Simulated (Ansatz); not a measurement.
## SiO2 (P4₁2₁2, No. 92)

These are PBEsol (plane waves, PAW; Ansatz, a program for electronic structure) values and carry that method's errors.

Settings: plane-wave cutoff 520 eV, 8×8×6 k mesh (along the axes of the cell as run), Fermi–Dirac smearing 0.01 eV, scalar-relativistic PAW data made under PBE.

Cell (relaxed at this level):

```cif
data_O8Si4
_chemical_formula_sum 'Si4 O8'
_space_group_name_H-M_alt 'P 1'
_space_group_IT_number 1
_cell_length_a 5.03020
_cell_length_b 5.03020
_cell_length_c 7.01312
_cell_angle_alpha 90.000
_cell_angle_beta 90.000
_cell_angle_gamma 90.000
loop_
_space_group_symop_operation_xyz
  'x, y, z'
loop_
_atom_site_label
_atom_site_type_symbol
_atom_site_fract_x
_atom_site_fract_y
_atom_site_fract_z
_atom_site_occupancy
Si1 Si 0.29783 0.29783 0.00000 1
Si2 Si 0.79783 0.20217 0.75000 1
Si3 Si 0.20217 0.79783 0.25000 1
Si4 Si 0.70217 0.70217 0.50000 1
O1 O 0.23968 0.10144 0.17810 1
O2 O 0.73968 0.39856 0.57190 1
O3 O 0.26032 0.60144 0.07190 1
O4 O 0.76032 0.89856 0.67810 1
O5 O 0.89856 0.76032 0.32190 1
O6 O 0.39856 0.73968 0.42810 1
O7 O 0.60144 0.26032 0.92810 1
O8 O 0.10144 0.23968 0.82190 1
```

```json
{
 "bulk_modulus": "13.1 GPa",
 "band_gap": "5.57 eV (direct)"
}
```

Note: the bulk modulus comes from volumes at which shape and atoms were relaxed.

The computed numbers hold no vibrational or temperature effects.

Computing time: very roughly 25 core-minutes.
